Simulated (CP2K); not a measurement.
Input and output of a self-consistent single point for SrC₂ (P1, 6 atoms in the cell) (CP2K).

Level of theory: LDA (Pade form), GPW, DZVP-MOLOPT-SR-GTH basis, GTH-PADE potentials (GTH_POTENTIALS) (CP2K).

The change in words: atoms moved at random. Reference geometry:
```
CELL_PARAMETERS angstrom
      4.16709     0.00000     0.00000
      1.81057     3.75320     0.00000
     -2.02026    -1.26846     7.41439
ATOMIC_POSITIONS crystal
  Sr 0.17883 0.82117 0.75000
  Sr 0.82117 0.17883 0.25000
  C  0.42227 0.12839 0.55761
  C  0.57773 0.87161 0.44239
  C  0.87161 0.57773 0.94239
  C  0.12839 0.42227 0.05761
```

Reference input (self-consistent single point, DFT LDA (Pade form), GPW, DZVP-MOLOPT-SR-GTH basis, GTH-PADE potentials (GTH_POTENTIALS)): CUTOFF = 500 Ry; REL_CUTOFF = 50 Ry; KPOINTS/SCHEME = MONKHORST-PACK 6 6 3; GAMMA_CENTERED = T; XC_FUNCTIONAL = PADE; Sr/BASIS_SET = DZVP-MOLOPT-SR-GTH-q10; Sr/POTENTIAL = GTH-PADE-q10; C/BASIS_SET = DZVP-MOLOPT-SR-GTH-q4; C/POTENTIAL = GTH-PADE-q4; METHOD = GPW; EPS_DEFAULT = 1e-11; NGRIDS = 5. This run's input differs from it in these lines:

```diff
@@ -66,8 +66,8 @@
       SCALED
-      Sr       0.17883000     0.82117000     0.75000000
-      Sr       0.82117000     0.17883000     0.25000000
-      C        0.42227000     0.12839000     0.55761000
-      C        0.57773000     0.87161000     0.44239000
-      C        0.87161000     0.57773000     0.94239000
-      C        0.12839000     0.42227000     0.05761000
+      Sr       0.16408300     0.81697700     0.74911800
+      Sr       0.79902200     0.18523200     0.24139400
+      C        0.44128300     0.12321700     0.56198400
+      C        0.58008000     0.87176300     0.45003400
+      C        0.87705300     0.57975400     0.93792800
+      C        0.13847900     0.42305700     0.05954200
     &END COORD
```

Output (repeated stretches shortened):

```
 SCF WAVEFUNCTION OPTIMIZATION

  Step     Update method      Time    Convergence         Total energy    Change
     1 NoMix/Diag. 0.40E+00      -     1.84985230       -83.9476520234 -8.39E+01
     2 Broy./Diag. 0.40E+00      -     0.06730580       -83.2695012506  6.78E-01
     3 Broy./Diag. 0.40E+00      -     0.01701606       -84.0927428299 -8.23E-01
     4 Broy./Diag. 0.40E+00      -     0.00599090       -84.2448990410 -1.52E-01
     5 Broy./Diag. 0.40E+00      -     0.00186336       -84.2301166420  1.48E-02
     6 Broy./Diag. 0.40E+00      -     0.00066315       -84.2356246438 -5.51E-03
   [... 3 lines left out ...]
    10 Broy./Diag. 0.40E+00      -     0.00000794       -84.2321243535 -5.30E-05
    11 Broy./Diag. 0.40E+00      -     0.00000295       -84.2321766631 -5.23E-05
    12 Broy./Diag. 0.40E+00      -     0.00000104       -84.2321995574 -2.29E-05
    13 Broy./Diag. 0.40E+00      -     0.00000028       -84.2321912126  8.34E-06
  *** SCF run converged in    13 steps ***

  Overlap energy of the core charge distribution:               0.00003168712350
  Self energy of the core charge distribution:               -169.29549056187363
  Core Hamiltonian energy:                                     41.51705879372879
  Hartree energy:                                              58.86210327956280
  Exchange-correlation energy:                                -15.31589441112685

  Total energy:                                               -84.23219121258539

 ENERGY| Total FORCE_EVAL ( QS ) energy [hartree]            -84.232189499649678

 FORCES| Atomic forces [hartree/bohr]
 FORCES|   Atom     x               y               z               |f|
 FORCES|      1  7.29916190E-03 -1.33516047E-03 -4.48050413E-03   8.66806410E-03
   [... lines left out ...]

 STRESS| Analytical stress tensor [bar]
 STRESS|                        x                   y                   z
 STRESS|      x       -4.27123345291E+04  -2.70908013462E+03  -2.60052462852E+04
 STRESS|      y       -2.70908013462E+03  -2.75689298397E+04   5.05606132795E+04
 STRESS|      z       -2.60052462852E+04   5.05606132795E+04  -2.94438072874E+04
 STRESS| 1/3 Trace                                            -3.32416905521E+04
```

The run converged in 13 iterations. Against the reference run the free energy goes up by 36.7 meV/atom, the pressure goes from -4.27 to -3.32 GPa, the largest force goes from 0.163 to 4.627 eV/Å and the gap on the mesh goes from 2.041 to 2.020 eV.

The starting cell comes from a database of computed structures (which also holds hypothetical and non-ambient phases and stackings), without a prior relaxation at this level. For this run, on top of that: atoms moved at random. Values carry the incompleteness of an atom-centred basis. With a pressure of about -3 GPa the cell is away from its equilibrium volume at this level. Forces in this geometry exceed 1 eV/Å.
